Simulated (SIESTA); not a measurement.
A self-consistent single point of Lu₂AlCo₃ (P1, 6 atoms in the cell) with SIESTA.

Method of the run: GGA PBEsol, numerical atomic orbitals DZP, PseudoDojo PBEsol standard norm-conserving potentials (rewritten from UPF to PSML) run with SIESTA.

The change in words: atoms moved at random. Reference geometry:
```xyz
6
Lattice="2.5955 1.4985 3.7945 -2.5955 1.4985 3.7945 0.0000 -2.9970 3.7945" Properties=species:S:1:pos:R:3 pbc="T T T"
Lu     0.0000     0.0000     4.2251
Lu     0.0000     0.0000     7.1585
Al     0.0000     0.0000     0.0000
Co     1.2978     0.7493     1.8973
Co    -1.2978     0.7493     1.8973
Co     0.0000    -1.4985     1.8973
```

Reference input (self-consistent single point, DFT, GGA PBEsol, numerical atomic orbitals DZP, PseudoDojo PBEsol standard norm-conserving potentials (rewritten from UPF to PSML)): XC.functional = GGA; XC.authors = PBEsol; potentials = PseudoDojo PBEsol standard; PAO.BasisSize = DZP; PAO.EnergyShift = 0.01 Ry; MeshCutoff = 300 Ry; kgrid.MonkhorstPack = 6 6 6; OccupationFunction = FD; ElectronicTemperature = 0.1 eV; MaxSCFIterations = 150; SCF.Mixer.Method = Pulay; SCF.Mixer.Weight = 0.1. This run's input differs from it in these lines:

```diff
@@ -19,8 +19,8 @@
 %block AtomicCoordinatesAndAtomicSpecies
-    -0.000000000    0.000001403    7.984194127  1
-     0.000000000    0.000002377   13.527673288  1
-     0.000000000    0.000000000    0.000000000  2
-     2.452402472    1.415896196    3.585311236  3
-    -2.452402472    1.415896196    3.585311236  3
-     0.000000000   -2.831790503    3.585311236  3
+    -0.125798437    0.161215286    8.065028554  1
+     0.135666905    0.015713156   13.538888142  1
+    -0.032808240   -0.054276957   -0.095964441  2
+     2.338110707    1.370140107    3.540975277  3
+    -2.401976172    1.317896407    3.621071130  3
+     0.086800333   -2.810673834    3.597802460  3
 %endblock AtomicCoordinatesAndAtomicSpecies
```

The program printed (abridged):

```
        iscf     Eharris(eV)        E_KS(eV)     FreeEng(eV)     dDmax    Ef(eV) dHmax(eV)
   scf:    1   -25724.701836   -25882.664331   -25882.969830  4.118086 -3.041107 31.461576
   scf:    2   -25785.816701   -25899.081320   -25899.747599  0.554844 -4.249088 29.552493
   scf:    3   -25950.742789   -25942.953516   -25943.172495  0.326878 -4.521630  5.970326
   scf:    4   -25944.236672   -25945.026046   -25945.189529  0.359215 -4.951591  4.810638
   scf:    5   -25946.096900   -25945.617789   -25945.788163  0.113302 -4.958670  3.533823
   [... 13 lines left out ...]
   scf:   19   -25946.295267   -25946.295279   -25946.489730  0.000034 -4.984577  0.000213
   scf:   20   -25946.295273   -25946.295276   -25946.489730  0.000018 -4.984623  0.000186
   scf:   21   -25946.295281   -25946.295279   -25946.489730  0.000010 -4.984617  0.000044
   scf:   22   -25946.295278   -25946.295278   -25946.489730  0.000008 -4.984630  0.000042
SCF Convergence by DM+H criterion
max |DM_out - DM_in|         :     0.0000082607
max |H_out - H_in|      (eV) :     0.0000424229
SCF cycle converged after 22 iterations

Using DM_out to compute the final energy and forces

siesta: E_KS(eV) =           -25946.2953

siesta: E_KS - E_eggbox =    -25946.2953

siesta: Atomic forces (eV/Ang):
     1    0.727076   -0.683571   -0.127733
     2   -0.716085    0.100879    0.183405
     3   -0.013608    0.254024    0.070982
     4    0.128424    0.109053    0.197823
     5    0.059851    0.179560   -0.224791
     6   -0.188564    0.033733   -0.084623
   Tot   -0.002905   -0.006322    0.015064
   Max    0.727076
   Res    0.319400    sqrt( Sum f_i^2 / 3N )
   Max    0.727076    constrained

   [... lines left out ...]
siesta: FreeEng =    -25946.489730
   [... lines left out ...]
siesta:     0.021021   -0.000472   -0.006620
siesta:    -0.000472    0.019545    0.003103
siesta:    -0.006620    0.003103    0.000490

siesta: Cell volume =         88.551203 Ang**3

siesta: Pressure (static):
siesta:                Solid            Molecule  Units
siesta:          -0.00014905         -0.00017222  Ry/Bohr**3
siesta:          -0.01368549         -0.01581288  eV/Ang**3
siesta:         -21.92657315        -25.33502338  kBar
```

The run converged in 22 iterations. Against the reference run the free energy goes up by 17.7 meV/atom, the pressure goes from -2.64 to -2.19 GPa and the largest force goes from 0.005 to 1.006 eV/Å.

The starting cell comes from a database of computed structures (which also holds hypothetical and non-ambient phases and stackings), without a prior relaxation at this level. Its lattice was rescaled by a random factor within 2.5 % of one. For this run, on top of that: atoms moved at random. Spin polarisation is off. Values carry the incompleteness of an atom-centred basis. Forces in this geometry exceed 1 eV/Å.

Cost on one core of a shared machine: roughly 3 min.
